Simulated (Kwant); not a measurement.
Kwant, one-band effective-mass tight-binding model in one dimension, coherent, no space charge.

Device: Ge/Si0.2Ge0.8 stack with 1 barrier. One parabolic valley. Leads of mass 0.12 mₑ with the band edge at 0; grid 0.1 nm; bias 0.036 V, dropping linearly over the stack.

| layer | thickness (nm) | band offset (eV) | mass (mₑ) |
|---|---|---|---|
| 1 | 4.6 | 0.12 | 0.14 |

The device is made up for the run: typed textbook-type constants, with dimensions and the other settings drawn at random.

Sweep values stay those of the base run.

One input was changed, with this effect: transmission at E = 134.6 meV 0.52 → 0.73; mean transmission over the sweep 0.30 → 0.44; transmission at E = 180.0 meV 0.88 → 0.93; transmission at E = 89.16 meV 0.19 → 0.40.

Q: Which change was it?
A. thickness of the first barrier 4.6 → 3.7 nm
B. height of the first barrier 0.12 → 0.14 eV
C. mass in the first barrier 0.14 → 0.084 mₑ

A: C, mass in the first barrier 0.14 → 0.084 mₑ
